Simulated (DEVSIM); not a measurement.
Structure: abrupt Si n-p junction, at 400 K.

```csv
layer (left to right),material,thickness (μm),Nd (cm⁻³),Na (cm⁻³),τn (s),τp (s)
1,Si,87.0,1.4e17,-,6.2e-6,6.2e-6
2,Si,34.0,-,3.3e15,6.2e-6,6.2e-6
```

Left contact: ohmic. Right contact: ohmic. Voltage is applied to the left contact. Recombination: SRH at mid-gap, radiative, Auger. Mobility is μmin + (μ − μmin)/(1 + (N/Nref)^α).

This is a model device: material constants are rounded textbook-type values typed into the input, and sizes, dopings and lifetimes were drawn at random. Values at 300 K; Nc and Nv go as T^1.5, mobilities as T to minus their exponent, the gap by Varshni's rule with the affinity fixed.

| parameter | Si |
|---|---|
| gap (eV) | 1.124 |
| affinity (eV) | 4.05 |
| permittivity | 11.7 |
| Nc (cm⁻³) | 2.86e19 |
| Nv (cm⁻³) | 3.1e19 |
| μn (cm²/Vs) | 1417 |
| μp (cm²/Vs) | 470 |
| μn,min | 52 |
| μp,min | 45 |
| Nref,n | 9.7e16 |
| Nref,p | 2.2e17 |
| αn | 0.68 |
| αp | 0.72 |
| T exponent of μn | 2.3 |
| T exponent of μp | 2.2 |
| B (cm³/s) | 4.7e-15 |
| Cn (cm⁶/s) | 2.8e-31 |
| Cp (cm⁶/s) | 9.9e-32 |
| Varshni α (eV/K) | 0.000473 |
| Varshni β (K) | 636 |

Model (solved in DEVSIM): 1D drift-diffusion, Boltzmann statistics, complete ionisation; no tunnelling, impact ionisation, image-force lowering or self-heating.

The doping Na of layer 2 was swept, all else fixed.

```
doping Na of layer 2 (cm^-3)  largest field in the device at zero bias (V/cm)  potential step across the device at zero bias (V)  dark forward voltage at 100 A/cm² (V)  dark forward voltage at 1 A/cm² (V)
----------------------------  -----------------------------------------------  -------------------------------------------------  -------------------------------------  -----------------------------------
9.9e13                                                                  24000                                              0.447                                  0.774                                0.320
3.3e14                                                                  24000                                              0.489                                  0.754                                0.339
9.9e14                                                                  25000                                              0.527                                  0.747                                0.364
3.3e15                                                                  30000                                              0.568                                  0.747                                0.399
9.9e15                                                                  42000                                              0.606                                  0.752                                0.438
3.3e16                                                                  69000                                              0.647                                  0.767                                0.483
9.9e16                                                                 110000                                              0.685                                  0.781                                0.525
```

From the first row to the last the largest field in the device at zero bias goes from 24000 to 110000. From the first row to the last the potential step across the device at zero bias goes from 0.447 to 0.685.
